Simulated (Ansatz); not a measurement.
## What biaxial strain −0.68 %, plane normal [001], relaxed out of plane does to TiC

The reference is TiC in the rock salt structure (space group Fm-3m, No. 225; a = 4.3285 Å; relaxed with 0.1 eV smearing). Axes: x, y, z lie along the cube axes.

The change: compressive biaxial strain of 0.68 % in the plane normal to [001], as in epitaxy on a mismatched substrate; the out-of-plane cell vector and the atoms relax.

Computed with r2SCAN, PAW, 500 eV (Ansatz, a quantum-chemistry and plane-wave program; spin-orbit coupling left out), earlier PAW set. k-mesh 23×23×23 (Γ-centred); smearing 0.1 eV (Fermi–Dirac).

The volume per atom shrinks by 0.103 Å³, from 10.14 Å³ to 10.03 Å³ and the space group becomes I4/mmm (No. 139) (base: Fm-3m (No. 225)). The energy grows by 1.8 meV/atom and the pressure (mean of the normal stresses, compression positive) goes from zero to 2.8 GPa. The band gap stays zero and the out-of-plane strain amounts to +0.34 %. The mean in-plane stress (compression positive) amounts to +4.2 GPa.

Final structure (turned so that z lies along the plane normal):

```
TiC
1.0
    3.03990     0.00000     0.00000
    0.00000     3.03990     0.00000
    1.51995    -1.51995     2.17161
C Ti
1 1
Direct
  0.00000   0.00000   0.00000
  0.50000   0.50000   0.00000
```

Cost of the whole job for the changed cell (relaxation, final SCF and bands): around 60 core-seconds (rough).

Whether these cells are dynamically stable was not tested. The final runs are not spin-polarised.
